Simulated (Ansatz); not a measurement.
# SrCl2: uniaxial strain ε_zz = +1.50 %

Base system: SrCl$_{2}$ in the fluorite structure (space group Fm-3m, No. 225; a = 6.9078 Å). Axes: x, y, z lie along the cube axes.

Perturbation: the cell is stretched by 1.50 % along z with no lateral relaxation, atoms relaxed at fixed cell.

The values are results of PBEsol (Ansatz, a quantum-chemistry and plane-wave program, PAW, spin-orbit coupling left out), not measurements. Settings: 8×8×8 k-points, 0.05 eV Fermi–Dirac smearing.

| quantity | base | changed | shift |
|---|---|---|---|
| volume per atom | 27.47 Å³ | 27.88 Å³ | +0.41 Å³ |
| energy relative to the base (free energy F) | 0 meV/atom | +1.4 meV/atom | +1.4 meV/atom |
| pressure (mean of the normal stresses, compression positive) | 0.00 GPa | -0.54 GPa | -0.546 GPa |
| band gap | 5.25 eV | 5.16 eV | -0.09 eV |
| gap character | – | indirect, X → Γ | – |
| smallest direct gap | 5.34 eV | 5.32 eV | -0.02 eV |
| electron mass | 0.37 mₑ (at Γ) | 0.34 mₑ along z, 0.39 mₑ across (at Γ) | – |
| stress (xx, yy, zz, yz, xz, xy; compression positive) | – | (-0.29, -0.29, -1.05, 0.00, 0.00, 0.00) GPa | – |

Cost of the whole job for the changed cell (relaxation, final SCF and bands): roughly 23 core-seconds.

Effective masses come from finite differences of ±0.01 Å⁻¹. Stability against distortions was not tested. k-point labels follow each cell's own Brillouin zone.
